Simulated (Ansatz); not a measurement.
**Volume per atom of hexagonal WC at several levels of theory**

No measured value is used here.

Question: Put these levels in order of the volume per atom that they give for hexagonal WC, smallest first: HSE06 (Ansatz, a quantum-chemistry and plane-wave program), LDA (Ansatz), r²SCAN (Ansatz).

Answer: LDA (10.13 Å³/atom), HSE06 (10.28 Å³/atom), r²SCAN (10.42 Å³/atom)

Density-functional levels without +SOC have no spin–orbit coupling. HSE06: hybrids on metals are sensitive to the k mesh and can open a false gap. Cutoffs and k meshes differ between the levels. Ansatz's density-functional and Hartree–Fock values are scalar-relativistic unless marked +SOC, with PAW data made under PBE.
